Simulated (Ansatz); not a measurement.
Base system: BAs in the zinc blende structure (space group F-43m, No. 216; a = 4.7826 Å). Axes: x, y, z lie along the cube axes.

Calculations: plane-wave PAW DFT at the r2SCAN level (Ansatz, a first-principles code, 500 eV), scalar-relativistic without spin-orbit coupling, earlier PAW set.

A first run, uniaxial strain ε_xx = +1.28 %, gives secant values C11 ≈ 290 GPa and C12 ≈ 62 GPa from its stress. A second run applies uniaxial stress, 2 GPa tension along z.

What does linear elasticity predict for Young's modulus in the second run, and what does the run give?

Linear elasticity: (C11 − C12)(C11 + 2 C12)/(C11 + C12) = 270 GPa. The run gives 270 GPa; any difference comes from nonlinear terms at these strains and numerical noise.

Stability under load was not tested beyond the relaxation.
